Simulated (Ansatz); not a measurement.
The starting structures come from a database of crystals and need not be the phases stable at ambient conditions.

The decay constant κ of evanescent states in the gap governs leakage through a thin film.

Input:

```
PbV2O6
1.0
    8.09147     0.06354     0.05312
    2.28337     9.93952    -0.00196
    0.82306    -1.54325     3.22600
V Pb O
4 2 12
Direct
  0.20051   0.15618   0.55593
  0.79949   0.84382   0.44407
  0.67580   0.63304   0.79515
  0.32420   0.36696   0.20485
  0.74725   0.22425   0.35062
  0.25275   0.77575   0.64938
  0.32430   0.30701   0.64486
  0.67570   0.69299   0.35514
  0.78636   0.79133   0.89815
  0.21364   0.20867   0.10185
  0.32098   0.97727   0.31678
  0.67902   0.02273   0.68322
  0.19002   0.54216   0.44715
  0.80998   0.45784   0.55285
  0.97996   0.17308   0.68309
  0.02004   0.82692   0.31691
  0.45946   0.63821   0.90848
  0.54054   0.36179   0.09152
```

Space group of this cell: C2/m. The cell was relaxed by PBE-D3(BJ); by PBEsol its mean pressure is -2.7 GPa.

Transport runs along the normal of the first two printed cell vectors.

The gap is the functional's own. No spin-orbit coupling. Mid-gap values are interpolated on the energy grid.

Estimate the band gap and the smallest decay constant κ at mid-gap that PBEsol (Ansatz, a quantum-chemistry and plane-wave program) returns for this system.

Gap 2.15 eV on a 10×10×10 mesh; κ = 0.374 1/Å, at (0.000, 0.500) of the in-plane reciprocal vectors. At the zone centre, at the nearest computed energy, the slowest state has κ = 0.38 1/Å.
